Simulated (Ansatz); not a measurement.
Levels about the gap of amorphous hafnium silicate (Hf₆Si₁₄O₄₀) (60 atoms in a cell of 803 Å³, 4.35 g/cm³; zone centre alone, so wide bands show as single levels with stretches between that a denser mesh fills), at the geometry that PBE relaxed, where it gives 3.7 GPa on a denser mesh. The participation number counts the atoms over which a state spreads; weights are charges in smoothed Voronoi cells. The levels come from a single point, so bond lengths are those of that geometry. Method of the levels: PBE, scalar-relativistic without spin-orbit coupling (Ansatz, a program for electronic structure). Sampling: the zone centre alone; Fermi-Dirac width 0.02 eV; no spin polarisation. At PBE the levels at the filled edge of the gap are localised (band-tail or defect states), and the nearest spread-out levels lie 5.0 eV apart at the zone centre.

The cell was made by melting and quenching with the CHGNet potential and then relaxed with DFT. O atoms were pushed apart under 1.9 Å during the dynamics, to hinder bonds among them. The hot cell started wider than the set density and was brought back towards it in steps. It is the lowest in DFT energy of 2 quenches. It is a model cell: composition and starting density were chosen by hand, and all elements were melted together. No dispersion term was used. Its density started from a set value of 4.35 and ended at 4.35 g/cm³. The quench (nominally 600 K/ps over its main leg) was far faster than any real one, so the model tends to hold more defects than a real film. Values belong to this one cell and scatter from quench to quench. The volume was held where the preparation left it, at a PBE pressure of 3.7 GPa. Stress components on the final sampling reach 5.1 GPa.

```csv
"E - E(highest filled), eV",filling,participation number,largest on,weight O,weight Hf,weight Si
-0.42,filled,14.7,"O, 2 neighbours",0.94,0.03,0.03
-0.39,filled,12.9,"O, 2 neighbours",0.94,0.03,0.02
-0.33,filled,7.5,"O, 2 neighbours",0.95,0.03,0.02
-0.18,filled,10.0,"O, 2 neighbours",0.96,0.02,0.02
-0.14,filled,6.4,"O, 2 neighbours",0.94,0.04,0.02
-0.06,filled,9.0,"O, 2 neighbours",0.96,0.02,0.02
0.00,filled,7.2,"O, 2 neighbours",0.94,0.04,0.03
4.58,empty,24.1,"Hf, 7 neighbours",0.55,0.36,0.09
4.84,empty,6.9,"Hf, 5 neighbours",0.36,0.61,0.04
4.99,empty,7.8,"Hf, 5 neighbours",0.40,0.53,0.07
5.16,empty,14.0,"Hf, 5 neighbours",0.41,0.52,0.08
5.28,empty,7.9,"Hf, 7 neighbours",0.34,0.62,0.04
5.42,empty,7.5,"Hf, 5 neighbours",0.35,0.61,0.04
5.48,empty,8.7,"Hf, 7 neighbours",0.38,0.58,0.04
```

Most localised among these is the filled level at -0.14 eV, on a O atom, which has 2 neighbours (Hf 1.95 Å, Hf 1.96 Å).
